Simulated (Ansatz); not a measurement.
Band structure of Mn3Co (P6_3/mmc, 8 atoms in the cell).

```
CELL_PARAMETERS angstrom
      4.97427     0.00000     0.00000
     -2.48713     4.30784     0.00000
      0.00000     0.00000     3.95331
ATOMIC_POSITIONS crystal
  Mn 0.32479 0.16240 0.75000
  Mn 0.67521 0.83761 0.25000
  Mn 0.16240 0.32479 0.25000
  Mn 0.83761 0.67521 0.75000
  Mn 0.83761 0.16240 0.75000
  Mn 0.16240 0.83761 0.25000
  Co 0.66667 0.33333 0.25000
  Co 0.33333 0.66667 0.75000
```

Computed with PBEsol, PAW files made with PBE (plane waves; Ansatz, a program for electronic structure).

Settings: basis.ecutwfc = 420 eV; kpoints.mp_grid.grid = 5 5 6; hamiltonian.xc = pbesol; hamiltonian.pseudopotentials = {kind: paw} (the program's default PAW files); scf.occupations.method = gaussian; scf.occupations.width = 0.05 eV; kpoints.band_path.npoints = 8.

The starting cell comes from a database of computed structures (which also holds hypothetical and non-ambient phases and stackings), without a prior relaxation at this level. Spin polarisation is off.

Levels in eV from the Fermi level, bands 59 to 66:
```tsv
point	59	60	61	62	63	64	65	66
Γ	-0.50	-0.50	-0.39	-0.39	0.73	1.26	1.26	1.30
M	-0.72	-0.49	-0.14	0.00	0.07	0.27	0.39	0.45
K	-0.46	-0.46	-0.15	-0.13	-0.13	0.50	0.50	0.59
A	0.27	0.27	0.68	0.68	0.68	0.68	0.96	0.96
L	-0.60	-0.60	-0.46	-0.46	0.00	0.00	0.72	0.72
H	-0.57	-0.57	-0.42	-0.42	0.02	0.02	1.05	1.05
```

Bands cross the Fermi level along this path, so the cell is metallic at this level.

Keys are those of Ansatz 0.2.
